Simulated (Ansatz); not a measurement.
## MgSe under load (space group R-3m): band-edge transport data

Data:

```
MgSe
1.0
   -0.02121     2.70969     2.70969
    2.70969    -0.02121     2.70969
    2.70969     2.70969    -0.02121
Mg Se
1 1
Direct
  0.00000   0.00000   0.00000
  0.50000   0.50000   0.50000
```

The numbers are results of PBEsol with spin-orbit coupling, rigid bands (plane waves, PAW; Ansatz, an electronic-structure program), not measurements. Condition of this run: uniaxial stress along [111] of 1 GPa (compression positive) (the target of the relaxation). Cell: cell and atoms relaxed with PBEsol, then loaded as said.

| Item | Result |
|---|---|
| band gap | 1.60 eV |
| electron conductivity mass (300 K, dilute) | 0.29 mₑ |
| hole conductivity mass (300 K, dilute) | 0.73 mₑ |
| effective density of states N_c (300 K) | 1.3e19 cm⁻³ |
| effective density of states N_v (300 K) | 2.0e19 cm⁻³ |
| density-of-states mass, electrons | 0.65 mₑ |
| density-of-states mass, holes | 0.86 mₑ |
| Seebeck coefficient, n-type 1e19 cm⁻³, 300 K | -241 μV/K |
| best n-type power factor at 300 K for τ = 10 fs (best axis; densities from 1e16 to 1e21 cm⁻³ tried, whether or not they can be reached) | 7.0 μW/(cm·K²) at 3e19 cm⁻³ |
| Seebeck coefficient, p-type 1e19 cm⁻³, 300 K | 321 μV/K |

Rigid bands; masses and Seebeck coefficients take one relaxation time τ for all states and one kind of carrier; polarons and phonon drag are left out.
